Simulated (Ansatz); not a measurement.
Worked example: relaxation of the atoms of NiPt (R3m, 2 atoms in the cell) in Ansatz (a first-principles code).

Method: LDA (PW92), default PAW files made with PBE (plane waves; Ansatz).

The change in words: one atom moved by 0.15 angstrom; relax: default → atoms; relax.f_tol: default → 0.03 eV/Å. Reference geometry:
```
CELL_PARAMETERS angstrom
      1.34683     0.77759     4.20850
     -1.34683     0.77759     4.20850
      0.00000    -1.55519     4.20850
ATOMIC_POSITIONS crystal
  Ni 0.00000 0.00000 0.00000
  Pt 0.50000 0.50000 0.50000
```
Moments meant for the start (each program seeds them in its own way; μB, in the order of the atoms Ni Pt): 2.0 0.0.

Reference input (self-consistent single point, DFT, LDA (PW92), plane waves, default PAW files made with PBE): basis.ecutwfc = 420 eV; kpoints.mp_grid.grid = 14 14 14; hamiltonian.xc = lda; hamiltonian.pseudopotentials = {kind: paw} (the program's default PAW files); magnetization.spin_polarized = true; scf.occupations.method = fermi_dirac; scf.occupations.width = 0.1 eV. This run's input differs from it in these lines:

```diff
@@ -7,3 +7,3 @@
   atoms:
-    - { symbol: Ni, position_ang: [0.000000, 0.000000, 0.000000], spin: 2.0 }
+    - { symbol: Ni, position_ang: [-0.000000, -0.000000, 0.150004], spin: 2.0 }
     - { symbol: Pt, position_ang: [0.000000, -0.000001, 6.312748] }
@@ -24,2 +24,4 @@
     width: 0.1
+relax:
+  f_tol: 0.03
 output:
```

Output (repeated stretches shortened):

```
   [... SCF lines of the steps left out ...]
relax step   1: F+E_penalty+E_count = -18018.33212432 eV  Δ(F+E_penalty+E_count) = +0.000e0 eV  max|allowed force component| = 1.507e0 eV/Å  Δτ_max = 0.0000 Å  (12 SCF iters, dr2 threshold 2.25e-5 eV, accepted)
relax step   2: F+E_penalty+E_count = -18018.43006503 eV  Δ(F+E_penalty+E_count) = -9.794e-2 eV  max|allowed force component| = 5.145e-1 eV/Å  Δτ_max = 0.0487 Å  (9 SCF iters, dr2 threshold 1.00e-4 eV, accepted)
relax step   3: F+E_penalty+E_count = -18018.44354873 eV  Δ(F+E_penalty+E_count) = -1.348e-2 eV  max|allowed force component| = 2.407e-3 eV/Å  Δτ_max = 0.0261 Å  (10 SCF iters, dr2 threshold 1.65e-5 eV, accepted)
relax step   4: F+E_penalty+E_count = -18018.44354872 eV  Δ(F+E_penalty+E_count) = +1.552e-8 eV  max|allowed force component| = 2.391e-3 eV/Å  Δτ_max = 0.0000 Å  (2 SCF iters, accepted)
the relaxation is at rest under the 6 symmetry operations that the run kept from its start: a minimum is not shown …
the relaxation's final electronic state is not compared with the one that a single-point calculation of its input finds at the relaxed geometry …
Stability not checked: this state was not tested for a lower state beside it, because too few of the mixer's solves of this state at the end of the SCF gave a …
Magnetization: 0.8708 μB (18.4354 up, 17.5646 down)
   [... lines left out ...]
Absolute magnetization: 0.9354 μB (∫|ρ↑−ρ↓|, with the PAW one-centre terms)
Free energy (F): -18018.443549 eV
Fermi energy:    20.405788 eV
   [... lines left out ...]
--- Relaxed structure (4 steps of the walk, 4 accepted, 0 SCFs on fresh bases) ---
  F+E_penalty+E_count = -18018.44354872 eV   max|allowed force component| = 2.391e-3 eV/Å
  atoms:
    - { symbol: Ni, position: [0.0059502121095943005, 0.0059502121095943005, 0.005950212109594274] }
    - { symbol: Pt, position: [0.5059307855255879, 0.5059307855255879, 0.5059307855255878] }
```

The run converged. 

Summary of the result:
- Free energy E − TS (on the zero of these files): -18018.4435 eV
- Fermi level (on the code's own zero): 20.41 eV
- Pressure: -10.05 GPa
- Largest force (vector length): 0.002 eV/Å
- Size of the cell's spin moment: 0.87 μB
- Relaxation steps: 4

The starting cell comes from a database of computed structures (which also holds hypothetical and non-ambient phases and stackings), without a prior relaxation at this level. Its lattice was rescaled by up to half a per cent. For this run, on top of that: one atom moved by 0.15 angstrom. With one magnetic atom in the cell only a parallel order is possible. The relaxation keeps the symmetry of its start, so its end need not be a minimum. Ansatz's pressure includes its estimate of the finite-basis (Pulay) stress.

Cost on one core of a shared machine: roughly 80 s.

Keys are those of Ansatz 0.2.
